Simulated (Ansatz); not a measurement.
**Ru2Si (space group Pnma, No. 62; a cell from a computed database, its experimental status unchecked)**

```yaml
crystal:
  lattice:
    - [5.26591, 0.00000, 0.00000]
    - [0.00000, 4.00613, 0.00000]
    - [0.00000, 0.00000, 7.39567]
  atoms:
    - { symbol: Si, position: [0.29961, 0.25000, 0.90219] }
    - { symbol: Si, position: [0.70039, 0.75000, 0.09781] }
    - { symbol: Si, position: [0.20039, 0.75000, 0.40219] }
    - { symbol: Si, position: [0.79961, 0.25000, 0.59781] }
    - { symbol: Ru, position: [0.51410, 0.75000, 0.78767] }
    - { symbol: Ru, position: [0.48590, 0.25000, 0.21233] }
    - { symbol: Ru, position: [0.98590, 0.25000, 0.28767] }
    - { symbol: Ru, position: [0.01410, 0.75000, 0.71233] }
    - { symbol: Ru, position: [0.83302, 0.25000, 0.93476] }
    - { symbol: Ru, position: [0.16698, 0.75000, 0.06524] }
    - { symbol: Ru, position: [0.66698, 0.75000, 0.43476] }
    - { symbol: Ru, position: [0.33302, 0.25000, 0.56524] }
```

Computed with r2SCAN (Ansatz, a program for electronic structure; PAW; 500 eV plane waves; without spin-orbit coupling), earlier PAW set. Γ-centred 7×9×5 mesh, Fermi–Dirac width 0.05 eV.

```yaml
volume_per_atom: 13.00 Å³
density: 9.80 g/cm³
band_gap: zero
total_energy: -4140.584 eV/atom (σ→0; compares only within this code and set-up)
```

No phonon test of stability was made. All final runs are without spin polarisation.
